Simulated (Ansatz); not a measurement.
Abridged Ansatz (a quantum-chemistry and plane-wave program) output:

```
Pseudopotential: Te, paw, valence charge 16
Pseudopotential: Pt, paw, valence charge 18
Crystal: 3 atoms, lattice volume = 72.477 Å³
Basis set: ecut = 420 eV, 1409 PW (Γ), exchange–correlation on 60×60×72 points (8 copies of the dense FFT grid, shifted against one another)
Bands: 29, of which v1, the nominal top of the filled ones, is band 25 counted from 1 (24 counted from 0)
Symmetry: 12 space group operations
k-points: 161 of 1521
Functional: x = pbe(κ = 0.804, μ = 0.2195149727645171), c = pbe(β = 0.06672455060314922)
SCF iter   1: F=—  HF=-26485.745268 eV  |F-HF|=—  |Δ(HF+E_count)|=         —  Δρ=2.97e-3  dr2=6.47e-3  ethr=1.77e-3  ⟨swp⟩=6.2  Hψ=19999  notcnv=0
SCF iter   2: F=—  HF=-26485.744613 eV  |F-HF|=—  |Δ(HF+E_count)|=   6.55e-4  Δρ=1.23e-3  dr2=1.32e-3  ethr=1.29e-5  ⟨swp⟩=2.0  Hψ=7722  notcnv=0
SCF 1 converged in 9 iterations: F = -26485.744700 eV  dr2 = 2.54e-10
SCF converged after 9 iterations
Free energy (F): -26485.744700 eV
Internal energy: -26485.733765 eV  (E = F + TS)
E sigma→0 (E₀):  -26485.739233 eV
Entropy (-TS):   -0.010935 eV (-3.645 meV/atom)
Fermi energy:    13.980736 eV
  E_disp       = -1.697439  (pairwise vdW)
--- Forces (eV/Å), atoms counted from 1 ---
  atom   1  Te     0.00000000    -0.00000000     0.00029468
  atom   2  Te    -0.00000000     0.00000000    -0.00029468
  atom   3  Pt     0.00000000    -0.00000000     0.00000000
--- Stress (GPa, compression-positive) ---
       -0.002266      -0.000000       0.000000
        0.000000      -0.002266       0.000000
        0.000000       0.000000      -0.003103
  P = ⅓ Tr σ = -0.0025 GPa (-0.025 kbar)
```

Problem. What was computed, and what are the main results?

Solution. PtTe2, 3 atoms in the cell, with Ansatz, PBE-D3(BJ), PAW, cutoff 420 eV, without spin-orbit coupling. The last SCF converged to F = -26485.744700 eV, or -8828.5816 eV per atom, at a pressure of 0.00 GPa. The total energy compares only with runs of the same code, potentials and settings.

Whether these cells are dynamically stable was not tested. The final runs are not spin-polarised. The cell is PtTe2 (space group P-3m1, No. 164; layered).
